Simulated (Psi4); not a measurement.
Psi4 1.11, PBE/def2-svp: Cr(NMe)2(OMe)(SH) (C[N]=[Cr]([SH])(=[N]C)[O]C), 18 atoms. The geometry is a generated start, not checked to be a minimum at this level.

```yaml
task: energy
method: pbe
basis: def2-svp
memory: 3 GB
maxiter: 100
keys_of_the_molecule_block: symmetry c1
scf_type: df (default)
e_convergence: 1e-06 (default)
d_convergence: 1e-06 (default)
dft_radial_points: 75 (default)
dft_spherical_points: 302 (default)
basis_functions: 183
grid_points: 385117
```

```xyz
18

Cr     0.1507     0.1968     0.2934
N     -1.3799    -0.3929     0.4099
C     -2.7001    -0.8327     0.3064
H     -2.7463    -1.7189    -0.3389
H     -3.0855    -1.1198     1.2943
H     -3.3523    -0.0564    -0.1172
N      0.3641     1.2878    -0.9174
C      0.3822     2.1557    -2.0076
H      0.9056     1.6935    -2.8564
H     -0.6337     2.4330    -2.3208
H      0.9267     3.0691    -1.7394
O      1.3959    -0.9292     0.5315
C      2.3546    -1.9045     0.5958
H      2.7438    -2.1194    -0.4109
H      3.1907    -1.5729     1.2255
H      1.9405    -2.8296     1.0214
S      0.1876     1.6523     2.1133
H     -0.6447     0.9882     2.9168
```

Charge 0 and multiplicity 1 are set for this test and not shown to be the ground state.

With the defaults (scf_initial_accelerator = adiis, diis_max_vecs = 10, damping_percentage = 0, diis = true, soscf = false, soscf_start_convergence = 0.01, guess = auto, which took SAD, level_shift = 0, level_shift_cutoff = 0.01) it converges in 67 SCF iterations. One run each on 2 threads, with these changes:
- soscf = true, soscf_start_convergence = 0.1
- guess = modhuckel
- diis_max_vecs = 6
- scf_initial_accelerator = none
- diis_max_vecs = 3
- damping_percentage = 60
- level_shift = 0.5, level_shift_cutoff = 0.001
- guess = sadno
- scf_initial_accelerator = none, damping_percentage = 60, diis = false

Which runs fail or end elsewhere than the default run?

No convergence: scf_initial_accelerator = none; diis_max_vecs = 3; damping_percentage = 60; scf_initial_accelerator = none, damping_percentage = 60, diis = false; soscf = true, soscf_start_convergence = 0.1 (the run ends without SCF convergence in 100 iterations). The rest reach the solution of the defaults.

```csv
setting,SCF iterations,JK calls,end
guess = modhuckel,17,53,same solution
"level_shift = 0.5, level_shift_cutoff = 0.001",20,21,same solution
guess = sadno,22,22,same solution
diis_max_vecs = 6,47,48,same solution
the defaults,67,68,same solution
scf_initial_accelerator = none,100,101,no convergence
diis_max_vecs = 3,100,101,no convergence
damping_percentage = 60,100,101,no convergence
"scf_initial_accelerator = none, damping_percentage = 60, diis = false",100,101,no convergence
"soscf = true, soscf_start_convergence = 0.1",100,366,no convergence
```

An SOSCF iteration holds several JK calls; a Hückel guess adds calls on atoms. 1 further run of the study ended by our limits or in an error and is left out.
